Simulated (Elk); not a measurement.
Input and output of a self-consistent single point for NiSb (P1, 4 atoms in the cell) (Elk).

Method of the run: Elk with PBE, all-electron FP-LAPW, Elk's shipped species files, APW+lo basis with extra local orbitals.

The change in words: lattice scaled by 0.98. Reference geometry:
```yaml
crystal:
  lattice:
    - [3.92967, 0.00000, 0.00000]
    - [-1.96484, 3.40319, 0.00000]
    - [0.00000, 0.00000, 5.11619]
  atoms:
    - { symbol: Ni, position: [0.99389, 0.99685, 0.00155] }
    - { symbol: Ni, position: [0.99827, 0.00155, 0.50396] }
    - { symbol: Sb, position: [0.34159, 0.66761, 0.24963] }
    - { symbol: Sb, position: [0.66625, 0.33399, 0.74485] }
```

Reference input (self-consistent single point, DFT, PBE, all-electron FP-LAPW, Elk's shipped species files, APW+lo basis with extra local orbitals): xctype = 20; rgkmax = 8; stype = 0; swidth = 0.00999582 Ha; ngridk = 5 5 4; tforce = true; gmaxvr = 18 1/bohr; lmaxapw = 10; lmaxo = 8; nxlo = 2; lorbcnd = true; lradstp = 2. This run's input differs from it in these lines:

```diff
@@ -46,8 +46,8 @@
 scale
-  7.426000007
+  7.277480254
 
 avec
-    1.0000000000    0.0000000017    0.0000000000
-   -0.5000000014    0.8660254030    0.0000000000
-    0.0000000000    0.0000000000    1.3019388489
+    1.0000000000   -0.0000000470    0.0000000000
+   -0.4999999593    0.8660254273    0.0000000000
+    0.0000000000    0.0000000000    1.3019387528
```

Output, abridged:

```
│ Self-consistent loop started │
│ Loop number : 1 │
 total energy                :     -16046.8178948
│ Loop number : 2 │
 total energy                :     -16045.3113806
RMS change in Kohn-Sham potential (target) :   0.3586634984     (  0.1000000000E-05)
Absolute change in total energy (target)   :    1.506514185     (  0.1000000000E-03)
│ Loop number : 3 │
 total energy                :     -16040.4008223
RMS change in Kohn-Sham potential (target) :   0.2957842488     (  0.1000000000E-05)
Absolute change in total energy (target)   :    5.287186875     (  0.1000000000E-03)
│ Loop number : 4 │
   [... lines left out ...]
Absolute change in total energy (target)   :   0.2579913526E-03 (  0.1000000000E-03)
│ Loop number : 18 │
 total energy                :     -16009.0574575
RMS change in Kohn-Sham potential (target) :   0.1670248908E-06 (  0.1000000000E-05)
Absolute change in total energy (target)   :   0.1502340328E-03 (  0.1000000000E-03)
│ Loop number : 19 │
 total energy                :     -16009.0574560
RMS change in Kohn-Sham potential (target) :   0.1063228798E-06 (  0.1000000000E-05)
Absolute change in total energy (target)   :   0.3903818651E-04 (  0.1000000000E-03)
Convergence targets achieved

│ Loop number : 20 │

Energies :
 Fermi                       :     0.393021541425
 total energy                :     -16009.0574490

Density of states at Fermi energy :    63.09455899
 (states/Hartree/unit cell)

Estimated indirect band gap :   0.2837775183E-03
 from k-point     47 to k-point     81
Estimated direct band gap   :   0.6138561314E-02
 at k-point     31

Charges :
 core                        :    96.00000000
 valence                     :    62.00000000
 interstitial                :    7.137744649
 muffin-tins (core leakage)
  species :    1 (Ni)
   atom    1                 :    26.97433895     (  0.8973040902E-03)
   atom    2                 :    26.99082616     (  0.8986393584E-03)
  species :    2 (Sb)
   atom    1                 :    48.44637048     (  0.2688860026E-02)
   [... lines left out ...]
   total force               :    -0.00829831   -0.00145008   -0.00002584
   total magnitude           :     0.00842410
  atom :    2
   Hellmann-Feynman          :     0.01157332    0.00405732   -0.02509065
   IBS                       :    -0.01248322   -0.00471594    0.03073558
   total force               :    -0.00090990   -0.00065862    0.00564494
   total magnitude           :     0.00575561
```

The run converged in 20 iterations. The count includes the last loop, which Elk runs after its targets are met. Against the reference run the total energy goes up by 50.9 meV/atom.

The starting cell comes from a database of computed structures (which also holds hypothetical and non-ambient phases and stackings), without a prior relaxation at this level. Its atoms were displaced at random from the sites of space group no. 194. For this run, on top of that: lattice scaled by 0.98. Spin-orbit coupling is off. Spin polarisation is off. Values depend on the basis (sphere radii, cutoffs, local orbitals), which need not be converged. The log's line on a gap gives a spacing of levels on this mesh, which the program prints for metals too.

Cost on one core of a shared machine: roughly 9 min.
